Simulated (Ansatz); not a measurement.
Take Rb in the bcc (W type) structure (space group Im-3m, No. 229; a = 5.675 Å; relaxed with 0.1 eV smearing) as the base.

Level of theory: Ansatz (a first-principles code), PBE, PAW, cutoff 420 eV, no SOC.

Strains are applied to the cell and any free atomic positions relax.

One change was made to it. Results:

The pressure remains 0.0 GPa; the energy is nearly the same.

Task: What was done to the base?
A) isotropic strain +0.50 %
B) isotropic strain +2.00 %
C) isotropic strain −3.00 %
D) isotropic strain −2.50 %
E) isotropic strain +2.50 %

Result: A, isotropic strain +0.50 %. For comparison, the energy relative to the base in the other runs: isotropic strain +2.00 % gives +2.8 meV/atom; isotropic strain +2.50 % gives +4.2 meV/atom; isotropic strain −2.50 % gives +4.6 meV/atom; isotropic strain −3.00 % gives +6.7 meV/atom.

No phonon test of stability was made. The final runs are not spin-polarised.
